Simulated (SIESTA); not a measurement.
SIESTA run on TlRh3 (P1, 8 atoms in the cell): self-consistent single point.

Method: GGA PBEsol, numerical atomic orbitals TZP, PseudoDojo PBEsol standard norm-conserving potentials (rewritten from UPF to PSML) (SIESTA).

The change in words: atoms moved at random. Reference geometry:
```xyz
8
Lattice="5.7120 0.0000 0.0000 -2.8560 4.9467 0.0000 0.0000 0.0000 4.5713" Properties=species:S:1:pos:R:3 pbc="T T T"
Tl     2.8560     1.6489     1.1428
Tl     0.0000     3.2978     3.4285
Rh     1.3749     0.7938     3.4285
Rh     1.4811     4.1529     1.1428
Rh     0.0000     1.5876     1.1428
Rh     2.8560     3.3591     3.4285
Rh     4.3371     0.7938     3.4285
Rh    -1.4811     4.1529     1.1428
```

Reference input (self-consistent single point, DFT, GGA PBEsol, numerical atomic orbitals TZP, PseudoDojo PBEsol standard norm-conserving potentials (rewritten from UPF to PSML)): XC.functional = GGA; XC.authors = PBEsol; potentials = PseudoDojo PBEsol standard; PAO.BasisSize = TZP; PAO.EnergyShift = 0.01 Ry; MeshCutoff = 300 Ry; kgrid.MonkhorstPack = 5 5 5; OccupationFunction = FD; ElectronicTemperature = 100 meV; MaxSCFIterations = 150; SCF.Mixer.Method = Pulay; SCF.Mixer.Weight = 0.25. This run's input differs from it in these lines:

```diff
@@ -18,10 +18,10 @@
 %block AtomicCoordinatesAndAtomicSpecies
-     2.855987856    1.648902018    1.142822500  1
-    -0.000002856    3.297808982    3.428467500  1
-     1.374899739    0.793798714    3.428467500  2
-     1.481085261    4.152912286    1.142822500  2
-    -0.000000000    1.587597428    1.142822500  2
-     2.855985000    3.359113572    3.428467500  2
-     4.337070261    0.793798714    3.428467500  2
-    -1.481085261    4.152912286    1.142822500  2
+     2.913884384    1.681362335    1.235089417  1
+    -0.030918894    3.346974343    3.422506538  1
+     1.408397587    0.785473400    3.443388191  2
+     1.488110984    4.156503598    1.153327324  2
+     0.088235657    1.581468453    1.140340290  2
+     2.842096345    3.311748814    3.383869995  2
+     4.238141797    0.778191841    3.386887046  2
+    -1.524013572    4.145121216    1.119755771  2
 %endblock AtomicCoordinatesAndAtomicSpecies
```

The program printed (abridged):

```
        iscf     Eharris(eV)        E_KS(eV)     FreeEng(eV)     dDmax    Ef(eV) dHmax(eV)
   scf:    1   -22338.889809   -22407.841533   -22408.178440  1.618946 -1.596143 12.376425
   scf:    2   -22441.058425   -22429.899454   -22430.188396  0.477249 -3.218588  3.418003
   scf:    3   -22429.038101   -22430.638157   -22430.941736  0.158514 -3.598899  5.502059
   scf:    4   -22430.821607   -22431.704526   -22432.002487  0.056926 -3.643881  1.631822
   scf:    5   -22431.330135   -22431.815247   -22432.116754  0.043685 -3.715286  2.042219
   [... 9 lines left out ...]
   scf:   15   -22432.069970   -22432.070016   -22432.376575  0.000083 -3.778065  0.005554
   scf:   16   -22432.069995   -22432.070007   -22432.376577  0.000070 -3.778194  0.002459
   scf:   17   -22432.069981   -22432.069994   -22432.376577  0.000044 -3.778242  0.001353
   scf:   18   -22432.070028   -22432.070011   -22432.376577  0.000038 -3.778254  0.000550
SCF Convergence by DM+H criterion
max |DM_out - DM_in|         :     0.0000375415
max |H_out - H_in|      (eV) :     0.0005503513
SCF cycle converged after 18 iterations

Using DM_out to compute the final energy and forces

siesta: E_KS(eV) =           -22432.0700

siesta: E_KS - E_eggbox =    -22432.0700

siesta: Atomic forces (eV/Ang):
     1   -0.283175   -0.406251   -1.409233
     2    0.102768   -0.845545    0.069060
     3   -0.680899    0.199714    0.161417
     4    0.057847    0.172904   -0.303996
     5   -0.357820   -0.107056   -0.070374
     6   -0.186724    0.608266    0.768901
     7    1.150476    0.032203    0.771681
     8    0.191984    0.328681    0.011729
   Tot   -0.005544   -0.017083   -0.000815
   Max    1.409233
   Res    0.533164    sqrt( Sum f_i^2 / 3N )
   Max    1.409233    constrained

   [... lines left out ...]
siesta: FreeEng =    -22432.376577
   [... lines left out ...]
siesta:     0.067943    0.004173   -0.001550
siesta:     0.004173    0.064339   -0.000375
siesta:    -0.001550   -0.000375    0.054655

siesta: Cell volume =        129.163924 Ang**3

siesta: Pressure (static):
siesta:                Solid            Molecule  Units
siesta:          -0.00067867         -0.00087026  Ry/Bohr**3
siesta:          -0.06231246         -0.07990332  eV/Ang**3
siesta:         -99.83556507       -128.01923512  kBar
```

The run converged in 18 iterations. Against the reference run the free energy goes up by 29.9 meV/atom, the pressure goes from -11.06 to -9.98 GPa and the largest force goes from 0.180 to 1.494 eV/Å.

The starting cell comes from a database of computed structures (which also holds hypothetical and non-ambient phases and stackings), without a prior relaxation at this level. For this run, on top of that: atoms moved at random. Spin polarisation is off. Values carry the incompleteness of an atom-centred basis. With a pressure of about -10 GPa the cell is away from its equilibrium volume at this level. Forces in this geometry exceed 1 eV/Å.

Cost on one core of a shared machine: roughly 2 min.
